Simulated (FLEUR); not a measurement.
FLEUR run on KMgF3 (Pm-3m, 5 atoms in the cell): self-consistent single point.

Method: PBEsol, all-electron FLAPW (FLEUR), scalar-relativistic valence.

```
CELL_PARAMETERS angstrom
      3.99000     0.00000     0.00000
      0.00000     3.99000     0.00000
      0.00000     0.00000     3.99000
ATOMIC_POSITIONS crystal
  K  0.00000 0.00000 0.00000
  Mg 0.50000 0.50000 0.50000
  F  0.50000 0.00000 0.50000
  F  0.00000 0.50000 0.50000
  F  0.50000 0.50000 0.00000
```

Reference input (self-consistent single point, DFT, PBE, all-electron FLAPW (FLEUR), scalar-relativistic valence): Kmax = 4.3 1/bohr; GmaxXC = 12.9 1/bohr; xcFunctional = pbe; jspins = 1; l_soc = F; mode = hist; fermiSmearingEnergy = 0.00183747 Htr; mesh (inpgen div1-3) = 4 4 4; inpgen gamma flag = true; Gmax = 12.9 1/bohr; numbands = 0; maxIterBroyd = 15. This run's input differs from it in these lines:

```diff
@@ -17,2 +17,3 @@
 &comp jspins=1 /
+&exco xctyp='PBEs' /
 &kpt div1=4 div2=4 div3=4 gamma=t /
@@ -29,3 +30,3 @@
       <coreElectrons ctail="T" frcor="F" kcrel="0" coretail_lmax="0"/>
-      <xcFunctional name="pbe" relativisticCorrections="F"/>
+      <xcFunctional name="PBEs" relativisticCorrections="F"/>
       <magnetism jspins="1"/>
```

Log, with long lists cut:

```
 Iteration:     1   Distance:      15.30332054 me/bohr^3
 Iteration:     2   Distance:      13.16127070 me/bohr^3
 Iteration:     3   Distance:       4.84774015 me/bohr^3
 Iteration:     4   Distance:       4.10868887 me/bohr^3
 Iteration:     5   Distance:       0.75254031 me/bohr^3
   [... 6 lines left out ...]
 Iteration:    12   Distance:       0.00037368 me/bohr^3
 Iteration:    13   Distance:       0.00011717 me/bohr^3
 Iteration:    14   Distance:       0.00011779 me/bohr^3
 Iteration:    15   Distance:       0.00000524 me/bohr^3
 Run finished successfully
 Stop message:
   Structural relaxation: Done

[file out, last iteration]
             iter=     16
[...]
          total density-effective poten   -1.7030089676E+03
          total charge density-energy d   -7.9119199151E+01
 Updated energy parameters for spin:           1
[...]
 fermi energy and band-weighting factors:

[...]
FERMIE:
          first approx. to ef    (T=0)  :   0.013333 htr   (energy of the highest occ. eigenvalue)
          number of occ. states  (T=0)  :        200
          first approx. to seigv (T=0)  : -21.882067 htr
          sum of weights of occ. states :  20.000000
          sum of semicore charge        :   0.000000 e
FERHIS:  Fermi-Energy by histogram:
          bandgap                     :   0.267243 htr
   [... lines left out ...]
          charge neutrality (T=0)     :   0.000000    (zero if the highest occ. eigenvalue is "entirely" occupied)
 Direct bandgap for spin            1 :   0.27888022290713671       Htr
 ---->    free energy=                     -1100.3870740915 htr
   [... lines left out ...]
 TOTAL FORCE FOR ATOM TYPE=  1  X=  0.000   Y=  0.000   Z=  0.000
                       FX_TOT= 0.000000 FY_TOT= 0.000000 FZ_TOT= 0.000000
 TOTAL FORCE FOR ATOM TYPE=  2  X=  3.770   Y=  3.770   Z=  3.770
                       FX_TOT= 0.000000 FY_TOT= 0.000000 FZ_TOT= 0.000000
 TOTAL FORCE FOR ATOM TYPE=  3  X=  3.770   Y=  0.000   Z=  3.770
                       FX_TOT= 0.000000 FY_TOT= 0.000000 FZ_TOT= 0.000000
 Structural relaxation: Done
```

The run converged in 15 iterations. FLEUR gives forces in its relaxation mode, with a further iteration, so its stop message speaks of a relaxation. Against the reference run the gap on the mesh goes from 7.462 to 7.272 eV.

The starting cell has typed, rounded lattice constants, without a prior relaxation at this level. Values depend on the basis (sphere radii, cutoffs, local orbitals), which need not be converged.
